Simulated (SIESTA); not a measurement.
Band structure of Sc3Al (P6_3/mmc, 8 atoms in the cell).

```yaml
crystal:
  lattice:
    - [6.24132, 0.00000, 0.00000]
    - [-3.12066, 5.40514, 0.00000]
    - [0.00000, 0.00000, 5.02281]
  atoms:
    - { symbol: Sc, position: [0.82880, 0.17120, 0.75000], spin: 1.0 }
    - { symbol: Sc, position: [0.17120, 0.82880, 0.25000], spin: 1.0 }
    - { symbol: Sc, position: [0.65760, 0.82880, 0.25000], spin: 1.0 }
    - { symbol: Sc, position: [0.34240, 0.17120, 0.75000], spin: 1.0 }
    - { symbol: Sc, position: [0.82880, 0.65760, 0.75000], spin: 1.0 }
    - { symbol: Sc, position: [0.17120, 0.34240, 0.25000], spin: 1.0 }
    - { symbol: Al, position: [0.66667, 0.33333, 0.25000] }
    - { symbol: Al, position: [0.33333, 0.66667, 0.75000] }
```
(The spins are starting values, not results.)

Level of theory: GGA PBEsol, numerical atomic orbitals DZP, PseudoDojo PBEsol standard norm-conserving potentials (rewritten from UPF to PSML) (SIESTA).

Settings: XC.functional = GGA; XC.authors = PBEsol; potentials = PseudoDojo PBEsol standard; PAO.BasisSize = DZP; PAO.EnergyShift = 0.005 Ry; MeshCutoff = 300 Ry; kgrid.MonkhorstPack = 3 3 3; OccupationFunction = MP; OccupationMPOrder = 0; ElectronicTemperature = 2320.9 K; Spin = polarized; DM.InitSpin = [1 +1.00, 2 +1.00, 3 +1.00, 4 +1.00, 5 +1.00, 6 +1.00, 7 +0.00, 8 +0.00]; MaxSCFIterations = 150; SCF.Mixer.Method = Broyden.

The starting cell comes from a database of computed structures (which also holds hypothetical and non-ambient phases and stackings), without a prior relaxation at this level. Its lattice was rescaled by a random factor within 2.5 % of one. The starting moments vanished: the run ended non-magnetic. Values carry the incompleteness of an atom-centred basis.

Levels in eV from the Fermi level, bands 33 to 38 of the first spin channel:
| point | 33 | 34 | 35 | 36 | 37 | 38 |
|---|---|---|---|---|---|---|
| Γ | -1.39 | -0.50 | -0.50 | -0.21 | -0.21 | -0.20 |
| M | -0.91 | -0.39 | -0.37 | -0.10 | -0.05 | 0.20 |
| K | -0.99 | -0.53 | -0.11 | -0.11 | 0.01 | 0.40 |
| A | -0.35 | -0.35 | -0.35 | -0.35 | -0.25 | -0.25 |
| L | -0.85 | -0.85 | 0.30 | 0.30 | 0.50 | 0.50 |
| H | -0.70 | -0.70 | 0.15 | 0.15 | 0.31 | 0.31 |

Bands cross the Fermi level along this path, so the cell is metallic at this level.

Higher empty bands are left out: an atom-centred basis made for the valence describes them poorly.

The net moment of the cell came out as 0.01 μB.
